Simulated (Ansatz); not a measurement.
Consider SiO₂ in the rutile structure (space group P4_2/mnm, No. 136; a = 4.236 Å, c = 2.690 Å). Axes: x, y, z lie along a, b, c of the conventional cell.

Perturbation: uniaxial strain ε_zz = −1.80 %, all other strain components held at zero; the atoms relax in the strained cell.

Levels (all Ansatz, a program for electronic structure, PAW, earlier PAW set): PBE (420 eV, no spin-orbit coupling); r2SCAN (500 eV, no spin-orbit coupling).

The geometry is relaxed with PBE.

PBE pressure: 6.62 GPa
PBE width of the top valence band: 2.62 eV
PBE lowest conduction level above the VBM at special points: Γ 5.43 eV; A 7.02 eV; M 7.43 eV; X 7.72 eV

With r2SCAN at the same geometry, the pressure falls by 9.585 GPa (6.62 GPa → -2.96 GPa); the width of the top valence band rises by 0.04 eV to 2.66 eV; the lowest conduction level above the VBM at special points becomes Γ 6.39 eV; A 8.02 eV; M 8.45 eV; X 8.73 eV (PBE: Γ 5.43 eV; A 7.02 eV; M 7.43 eV; X 7.72 eV).

Single points use the geometry relaxed with PBE. Their cutoffs differ, which shifts pressures a little. The levels and masses belong to the bands next to the band gap. Whether these cells are dynamically stable was not tested.
